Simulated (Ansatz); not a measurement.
Data:

End structure of a constructed model of the (110) surface of bcc Ta, a layer of Sc in place of the third plane (bottom of the slab: a bare face, its two planes held):

```yaml
crystal:
  lattice:
    - [2.87436, 0.00000, 0.00000]
    - [-0.95812, 2.70998, 0.00000]
    - [0.00000, 0.00000, 28.00000]
  atoms:
    - { symbol: Ta, position: [0.50000, 0.50000, 0.29045] }
    - { symbol: Ta, position: [0.00000, 0.00000, 0.37427] }
    - { symbol: Ta, position: [0.50000, 0.50000, 0.45681] }
    - { symbol: Sc, position: [0.00000, 0.00000, 0.54896] }
    - { symbol: Ta, position: [0.50000, 0.50000, 0.64040] }
    - { symbol: Ta, position: [0.00000, 0.00000, 0.71908] }
```

Model: 6-atom slab, 11.7 Å thick at the start, 14x14x1 mesh, Fermi-Dirac 0.1 eV, dipole correction, 2 atoms held, the rest relaxed; held to the start's symmetry, so lower structures may exist; no spin, no spin-orbit, no U. In PBE it is, or lies within 0.01 eV a 1x1 cell of, the lowest of the 2 structures of its composition computed so far; larger cells were not tried.

Question: Estimate the work function of the top face that PBE (Ansatz, an electronic-structure program) returns for this input.

Answer: 4.70 eV
